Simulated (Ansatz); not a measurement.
**MgO in the rock salt structure (space group Fm-3m, No. 225)**

MgO has the cubic space group Fm-3m (No. 225), the rock salt structure, Pearson symbol cF8. Conventional cell: a = b = c = 4.254 Å, α = β = γ = 90.00°. O on 4a sees 6 Mg at 2.127 Å (octahedral). Mg on 4b has 6 O at 2.127 Å (octahedral). (Neighbours: up to the widest gap in distance over summed covalent radii, below 1.35, at either atom; cation-cation and far metal-metal contacts left out.)
(The calculation used a cell of 2 atoms; values per cell refer to that cell.)

Calculations: DFT with PBE, PAW potentials and a 420 eV plane-wave cutoff in Ansatz (a first-principles code), spin-orbit coupling left out. Γ-centred 13×13×13 mesh, Fermi–Dirac width 0.05 eV.

Volume per atom: 9.62 Å³
Density: 3.48 g/cm³
Band gap: 4.46 eV, direct at Γ
Electron mass: 0.34 mₑ
Hole mass (degenerate bands, along [100]): 0.38, 2.2, 2.2 mₑ
Lowest conduction-band minima above the VBM: Γ 4.46 eV
Total energy: -1247.069 eV/atom (σ→0; compares only within this code and set-up)

Effective masses come from finite differences of ±0.01 Å⁻¹. Whether these cells are dynamically stable was not tested.
